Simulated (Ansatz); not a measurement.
The starting structures come from a database of crystals and need not be the phases stable at ambient conditions.

Tunnelling through a barrier is set by its complex band structure: the current falls as exp(−2κd) with the smallest κ.

Given:

```yaml
crystal:
  lattice:
    - [5.72047, 0.00000, 0.00000]
    - [0.00000, 8.34573, 0.00000]
    - [2.86023, 4.17286, 2.86023]
  atoms:
    - { symbol: Sr, position: [0.50000, 0.25000, 0.00000] }
    - { symbol: Sr, position: [0.50000, 0.75000, 0.00000] }
    - { symbol: Cd, position: [0.00000, 0.50000, 0.00000] }
    - { symbol: W, position: [0.00000, 0.00000, 0.00000] }
    - { symbol: O, position: [0.45631, 0.29304, 0.41392] }
    - { symbol: O, position: [0.54369, 0.70696, 0.58608] }
    - { symbol: O, position: [0.12977, 0.83673, 0.32654] }
    - { symbol: O, position: [0.87023, 0.16327, 0.67346] }
    - { symbol: O, position: [0.00000, 0.76937, 0.00000] }
    - { symbol: O, position: [0.00000, 0.23063, 0.00000] }
```

Space group of this cell: I4/m. The cell is taken as given; by PBEsol its mean pressure is -1.7 GPa.

Transport runs along the normal of the first two printed cell vectors, the (100) plane of the conventional cell.

The gap is the functional's own, uncorrected, and κ follows it; spin-orbit coupling is left out. Mid-gap values are interpolated between the computed energies.

Problem. Estimate the band gap and the smallest decay constant κ at mid-gap that PBEsol in Ansatz (an electronic-structure program) returns for this system.

Solution. Gap 3.13 eV on a 10×10×10 mesh; κ = 0.317 1/Å, at (0.500, 0.500) of the in-plane reciprocal vectors. At the zone centre, at the nearest computed energy, the slowest state has κ = 0.34 1/Å.
